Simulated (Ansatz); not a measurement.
# Hypothetical Fddd MoSi2, response to strain

Base system: MoSi$_{2}$ (space group Fddd, No. 70; a = 4.6074 Å, b = 8.0567 Å, c = 8.7621 Å; a hypothetical phase, not in the database extracts checked). Axes: x, y, z lie along a, b, c of the conventional cell.

Strains are applied to the cell and any free atomic positions relax; under biaxial strain the out-of-plane vector relaxes too.

Computed with Ansatz (an electronic-structure program), PBE, PAW, cutoff 420 eV, no spin-orbit coupling.

Candidates:
(a) biaxial strain +0.69 %, plane normal [001], relaxed out of plane
(b) biaxial strain −3.05 %, plane normal [001], relaxed out of plane
(c) tensor shear ε_xz = −0.97 %
(d) isotropic strain +1.32 %

Notes on the quantities. energy relative to the base: free energy F.

**Question.** Order them by energy relative to the base, highest first.

**Answer.** (b) biaxial strain −3.05 %, plane normal [001], relaxed out of plane (+24 meV/atom), (d) isotropic strain +1.32 % (+13 meV/atom), (c) tensor shear ε_xz = −0.97 % (+2.4 meV/atom), (a) biaxial strain +0.69 %, plane normal [001], relaxed out of plane (+1.0 meV/atom)

Without a gap, meshes like the base's 13×13×13 leave anisotropic stresses uncertain by several tenths of a GPa, and small strain energies with them. Stability against distortions was not tested. All final runs are without spin polarisation.
